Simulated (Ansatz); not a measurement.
**Sn, response to strain**

Start from Sn in the diamond structure (space group Fd-3m, No. 227; a = 6.540 Å; relaxed with 0.1 eV smearing). Axes: x, y, z lie along the cube axes.

Strains are applied to the cell and any free atomic positions relax; under biaxial strain the out-of-plane vector relaxes too.

Method: PBEsol/PAW in Ansatz (a quantum-chemistry and plane-wave program), spin-orbit coupling left out.

Notes on the quantities. in-plane stress: mean in-plane stress (compression positive); energy relative to the base: free energy F.

```json
[
 {"case": "base", "ratio −ε⊥/ε∥": "–", "in-plane stress": "–", "energy relative to the base": "0 meV/atom"},
 {"case": "biaxial strain −2.08 %, plane normal [111], relaxed out of plane", "ratio −ε⊥/ε∥": "0.62", "in-plane stress": "+2.0 GPa", "energy relative to the base": "+8.7 meV/atom"},
 {"case": "biaxial strain −1.67 %, plane normal [111], relaxed out of plane", "ratio −ε⊥/ε∥": "0.62", "in-plane stress": "+1.6 GPa", "energy relative to the base": "+5.5 meV/atom"},
 {"case": "biaxial strain −1.25 %, plane normal [111], relaxed out of plane", "ratio −ε⊥/ε∥": "0.62", "in-plane stress": "+1.1 GPa", "energy relative to the base": "+3.1 meV/atom"},
 {"case": "biaxial strain −0.83 %, plane normal [111], relaxed out of plane", "ratio −ε⊥/ε∥": "0.61", "in-plane stress": "+0.8 GPa", "energy relative to the base": "+1.4 meV/atom"},
 {"case": "biaxial strain +0.42 %, plane normal [111], relaxed out of plane", "ratio −ε⊥/ε∥": "–", "in-plane stress": "-0.4 GPa", "energy relative to the base": "+0.3 meV/atom"},
 {"case": "biaxial strain +1.25 %, plane normal [111], relaxed out of plane", "ratio −ε⊥/ε∥": "0.60", "in-plane stress": "-1.0 GPa", "energy relative to the base": "+2.8 meV/atom"},
 {"case": "biaxial strain +1.67 %, plane normal [111], relaxed out of plane", "ratio −ε⊥/ε∥": "0.60", "in-plane stress": "-1.3 GPa", "energy relative to the base": "+5.0 meV/atom"},
 {"case": "biaxial strain +2.08 %, plane normal [111], relaxed out of plane", "ratio −ε⊥/ε∥": "0.59", "in-plane stress": "-1.6 GPa", "energy relative to the base": "+7.7 meV/atom"},
 {"case": "biaxial strain +2.50 %, plane normal [111], relaxed out of plane", "ratio −ε⊥/ε∥": "0.60", "in-plane stress": "-1.9 GPa", "energy relative to the base": "+11 meV/atom"}
]
```

Stability against distortions was not tested.
